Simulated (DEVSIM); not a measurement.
Structure: illuminated Si n-on-p cell, one wavelength, with a back-surface field, at 250 K.

Layer 1 from the left is Si, thickness (μm) 0.260, Nd (cm⁻³) 4.3e18, τn (s) 2.7e-5, τp (s) 8e-5, absorption coefficient (cm⁻¹) 460. Layer 2 from the left is Si, thickness (μm) 290, Na (cm⁻³) 4.6e16, τn (s) 0.00038, τp (s) 0.00038, absorption coefficient (cm⁻¹) 460. Layer 3 from the left is Si, thickness (μm) 0.480, Na (cm⁻³) 1e18, τn (s) 0.00038, τp (s) 0.00038, absorption coefficient (cm⁻¹) 460.

Left contact: ohmic, minority hole recombination velocity 10000 cm/s. Right contact: ohmic, minority electron recombination velocity 4000 cm/s. Voltage is applied to the left contact. Recombination: SRH at mid-gap, radiative, Auger. Light enters at the left, 2e18 photons cm⁻² s⁻¹, one pass, no reflection. Mobility is constant in doping.

This is a model device: material constants are rounded textbook-type values typed into the input, and sizes, dopings and lifetimes were drawn at random. Values at 300 K; Nc and Nv go as T^1.5, mobilities as T to minus their exponent, the gap by Varshni's rule with the affinity fixed.

Si: gap (eV) 1.124, affinity (eV) 4.05, permittivity 11.7, Nc (cm⁻³) 2.86e19, Nv (cm⁻³) 3.1e19, μn (cm²/Vs) 1417, μp (cm²/Vs) 470, T exponent of μn 2.3, T exponent of μp 2.2, B (cm³/s) 4.7e-15, Cn (cm⁶/s) 2.8e-31, Cp (cm⁶/s) 9.9e-32, Varshni α (eV/K) 0.000473, Varshni β (K) 636.

Simulated with DEVSIM: 1D drift-diffusion, Boltzmann statistics, complete ionisation; no tunnelling, impact ionisation, image-force lowering or self-heating.

Q: What does the simulation give for the dark forward voltage at 1 A/cm², the open-circuit voltage, the potential step across the device at zero bias?

A: dark forward voltage at 1 A/cm² 0.851 V; open-circuit voltage 0.824 V; potential step across the device at zero bias 1.033 V.
